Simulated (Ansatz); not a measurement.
**How the lattice parameter c of HfSi₂ (model structure, started from the MoSi2 type, I4/mmm, No. 139, 3 atoms in the cell) moves with the method**

No measured value is used here.

```
level (code)         value (Å)
-------------------  ---------
PBE (Ansatz)               ___
PBEsol (Ansatz)          8.967
PBE-D3(BJ) (Ansatz)      8.979
```

Problem. Some entries are withheld; supply them.

Solution. 
- PBE (Ansatz, an electronic-structure program), value (Å): 9.048

Density-functional levels without +SOC have no spin–orbit coupling. Ansatz's density-functional and Hartree–Fock values are scalar-relativistic unless marked +SOC, with PAW data made under PBE.

A model structure was made by putting elements into a prototype or built by hand; it is no filed structure, need not be a known phase, and can be a saddle point held by its symmetry.
